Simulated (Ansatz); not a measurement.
Abridged Ansatz (a program for electronic structure) output:

```
Relaxation: its limit of steps is 60 (relax.max_steps)
Pseudopotential: Sn, paw, valence charge 14
Pseudopotential: O, paw, valence charge 6
Crystal: 6 atoms, lattice volume = 63.490 Å³
Basis set: ecut = 420 eV, 1243 PW (Γ), exchange–correlation on 64×64×48 points (8 copies of the dense FFT grid, shifted against one another)
Bands: 32, of which v1, the nominal top of the filled ones, is band 26 counted from 1 (25 counted from 0)
Symmetry: 16 space group operations
k-points: 60 of 490
Functional: x = pbe(κ = 0.804, μ = 0.2195149727645171), c = pbe(β = 0.06672455060314922)
SCF iter   1: F=—  HF=-14317.982129 eV  |F-HF|=—  |Δ(HF+E_count)|=         —  Δρ=9.94e-2  dr2=5.06e0  ethr=3.10e-3  ⟨swp⟩=6.1  Hψ=8651  notcnv=0
SCF iter   2: F=—  HF=-14316.782404 eV  |F-HF|=—  |Δ(HF+E_count)|=    1.20e0  Δρ=4.06e-2  dr2=5.90e-1  ethr=3.10e-3  ⟨swp⟩=2.1  Hψ=3635  notcnv=0  defer=100
SCF 1 converged in 8 iterations: F = -14316.732855 eV  dr2 = 4.27e-9
relax step   1: F+E_penalty+E_count = -14316.73285479 eV  Δ(F+E_penalty+E_count) = +0.000e0 eV  max|allowed force component| = 5.362e-5 eV/Å  Δτ_max = 0.0000 Å  P = +44.997 GPa  Ω = 63.490 Å³  (8 SCF iters, dr2 threshold 1.00e-7 eV, accepted)
[... steps on the carried basis left out ...]
relax step   9: F+E_penalty+E_count = -14315.96233107 eV  Δ(F+E_penalty+E_count) = +6.295e-5 eV  max|allowed force component| = 5.238e-5 eV/Å  Δτ_max = 0.0000 Å  P = +59.998 GPa  Ω = 61.129 Å³  stress off target by 3.27e-3 GPa  SCF on the basis re-selected at this cell (its energy is not comparable with the rows above)  (5 SCF iters)
SCF converged after 5 iterations
Free energy (F): -14315.962331 eV
Internal energy: -14315.962331 eV  (E = F + TS)
E sigma→0 (E₀):  -14315.962331 eV
Fermi energy:    13.685846 eV
--- Forces (eV/Å), atoms counted from 1 ---
  atom   1  Sn     0.00000000     0.00000000     0.00000000
  atom   2  Sn     0.00000000     0.00000000     0.00000000
  atom   3  O      0.00005238     0.00005238     0.00000000
  atom   4  O      0.00005238    -0.00005238     0.00000000
  atom   5  O     -0.00005238     0.00005238     0.00000000
  atom   6  O     -0.00005238    -0.00005238     0.00000000
--- Stress (GPa, compression-positive) ---
       59.996728       0.000000       0.000000
        0.000000      59.996728       0.000000
        0.000000       0.000000      59.999440
  P = ⅓ Tr σ = 59.9976 GPa (599.976 kbar)
--- Relaxed structure (7 steps of the walk, 7 accepted, 2 SCFs on fresh bases) ---
  cell:  # Å, volume = 61.1285 Å³
    - [4.429748068587184, 3.2242301898322786e-35, 0.0]
    - [3.2242301898322786e-35, 4.429748068587184, 0.0]
    - [0.0, 0.0, 3.1152002768229003]
  atoms:
    - { symbol: Sn, position: [5.170854196123698e-20, -1.6064789735529944e-20, 0.0] }
    - { symbol: Sn, position: [0.5, 0.5, 0.5] }
    - { symbol: O, position: [0.3056339901416319, 0.3056339901416319, 0.0] }
    - { symbol: O, position: [0.8056339901416317, 0.19436600985836827, 0.5] }
    - { symbol: O, position: [0.19436600985836827, 0.8056339901416317, 0.5] }
    - { symbol: O, position: [0.6943660098583685, 0.6943660098583685, 0.0] }
```

**Question.** What was computed, and what are the main results?

**Answer.** SnO2, 6 atoms in the cell, with DFT with PBE, PAW potentials and a 420 eV plane-wave cutoff in Ansatz, no spin-orbit coupling, earlier PAW set, from a series relaxed to a target (pressure 60 GPa). The last SCF converged to F = -14315.962331 eV, or -2385.9937 eV per atom, at a pressure of 60.00 GPa. The total energy compares only with runs of the same code, potentials and settings.

Load acts through the strain it causes; cell and atoms are relaxed under it. Stability against distortions was not tested. No other phases were tried under pressure. The cell was made from SnO₂ in the rutile structure (space group P4_2/mnm, No. 136) by this change: pressure 60 GPa.

Keys are those of Ansatz 0.2.
